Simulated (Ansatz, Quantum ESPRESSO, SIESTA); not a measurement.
**MoSeS (Amm2, 6 atoms in the cell) computed with different codes at matched settings**

Self-consistent single point.

```yaml
crystal:
  lattice:
    - [19.39874, 0.00000, 0.00000]
    - [0.00000, 1.62448, 2.81398]
    - [0.00000, -1.62448, 2.81398]
  atoms:
    - { symbol: Mo, position: [0.00000, 0.55593, 0.55593] }
    - { symbol: Mo, position: [0.50000, 0.33295, 0.33295] }
    - { symbol: Se, position: [0.58657, 0.66625, 0.66625] }
    - { symbol: Se, position: [0.41343, 0.66625, 0.66625] }
    - { symbol: S, position: [0.07890, 0.22260, 0.22260] }
    - { symbol: S, position: [0.92110, 0.22260, 0.22260] }
```

Shared settings, as Ansatz (a quantum-chemistry and plane-wave program) writes them: kpoints.mp_grid.grid = 1 7 7; scf.occupations.method = fixed. Potentials and cutoffs stand in the table.

| code | model | pressure (GPa) | largest force (eV/Å) | gap on the mesh (eV) | cutoff |
|---|---|---|---|---|---|
| Ansatz | PBEsol+U, PAW files made with PBE | -0.41 | 0.312 | 0.322 | default |
| Quantum ESPRESSO | PBEsol+U, PSlibrary PAW (PBE) pseudopotentials | 0.81 | 0.220 | 0.389 | 55 Ry |
| SIESTA | GGA PBEsol+U, numerical atomic orbitals DZP, PseudoDojo PBEsol standard norm-conserving potentials (rewritten from UPF to PSML) | -1.02 | 0.419 | 0.888 | grid 350 Ry |

Size of the force on each atom (eV/Å): Sizes of forces hide their directions.

```csv
code,Mo1,Mo2,Se3,Se4,S5,S6
Ansatz,0.000,0.002,0.312,0.312,0.220,0.220
Quantum ESPRESSO,0.000,0.002,0.220,0.220,0.149,0.149
SIESTA,0.001,0.004,0.419,0.419,0.060,0.060
```

Hubbard term: [{species: Mo, l: d, u_eff: 8.0}] eV.

Gaps are read on the mesh.

On Ansatz's run: spin polarisation is off. The U value is a test value, and with U on an open shell several self-consistent states can exist.

The spread over the programs that give each value: pressure within 1.83 GPa; largest force within 0.199 eV/Å; gap on the mesh within 0.566 eV.

SIESTA uses small atom-centred bases, whose incompleteness enters pressures, forces and empty levels differently from a plane-wave cutoff. Ansatz's pressure is given at a fixed set of plane waves, as the other plane-wave codes print theirs. The same U acts on different projectors in each program, which moves gaps, moments and pressures. In the pressure, SIESTA (by 1.22) lies more than 1 GPa from the median of the plane-wave programs. In the gap, SIESTA (by 0.533) lies more than 0.12 eV from the median of the plane-wave programs. In the force vectors, SIESTA (by 0.685) lies more than 0.08 eV/Å from the median of the plane-wave programs.

The starting cell comes from a database of computed structures (which also holds hypothetical and non-ambient phases and stackings), without a prior relaxation at this level.

Left out of this page: GPAW (failed or unconverged).

Keys are those of Ansatz 0.2.
